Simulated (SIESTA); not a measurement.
# A short convergence ladder for NiRh (R3m, 2 atoms in the cell)

```xyz
2
Lattice="1.3181 0.7610 4.1240 -1.3181 0.7610 4.1240 0.0000 -1.5220 4.1240" Properties=species:S:1:pos:R:3 pbc="T T T"
Ni     0.0000     0.0000     0.0500
Rh     0.0000     0.0000     6.1861
```

Base method: LDA PW92, numerical atomic orbitals DZP, PseudoDojo LDA standard norm-conserving potentials (rewritten from UPF to PSML) run with SIESTA.

Base settings: XC.functional = LDA; XC.authors = PW92; potentials = PseudoDojo LDA standard; PAO.BasisSize = DZP; PAO.EnergyShift = 0.01 Ry; MeshCutoff = 400 Ry; kgrid.MonkhorstPack = 5 5 5; OccupationFunction = MP; OccupationMPOrder = 0; ElectronicTemperature = 0.1 eV.

**The setting basis size**

Level: DFT, LDA PW92, numerical atomic orbitals TZDP, PseudoDojo LDA standard norm-conserving potentials (rewritten from UPF to PSML).

Moved along: PAO.BasisSize.

The second cell is the first with its lattice scaled by 0.98.

The mesh stays at the base's, so the ladder's end is converged at best in this setting alone.

The sets are ordered by size and need not be nested.

Only quantities that move along the ladder and can be compared are tabulated.

```csv
basis (functions),energy of the compressed cell less the first (meV/atom),pressure (GPa),largest difference of a force vector from the last step's (eV/Å)
SZ (20),16.12,-4.52,0.035
SZP (26),-8.65,-10.56,0.029
DZ (32),-114.34,-31.05,0.138
DZP (38),-34.82,-14.95,0.038
TZP (50),-35.83,-15.03,0.024
TZDP (56),-32.36,-14.72,0.000
```

Coarsest basis (functions) that holds the energy of the compressed cell less the first within 2 meV/atom: not settled: the last two steps still differ by 3.5 meV/atom, over half the tolerance, so the ladder does not show it.

Coarsest basis (functions) that holds the forces within 0.02 eV/Å: not settled: the last two steps still differ by 0.024 eV/Å, over half the tolerance, so the ladder does not show it.

Coarsest basis (functions) that holds the pressure within 1 GPa of the last step, with all finer ones: DZP (38); the step before is off by 16 GPa.

On the base run: the starting cell comes from a database of computed structures (which also holds hypothetical and non-ambient phases and stackings), without a prior relaxation at this level. Its lattice was rescaled by up to half a per cent. One atom was moved a little off its site on purpose. Spin polarisation is off. Values carry the incompleteness of an atom-centred basis. In the base run, with a pressure of about -15 GPa the cell is away from its equilibrium volume at this level. Without a gap this mesh is coarse (it stands for a supercell whose shortest vector is 13 Å).
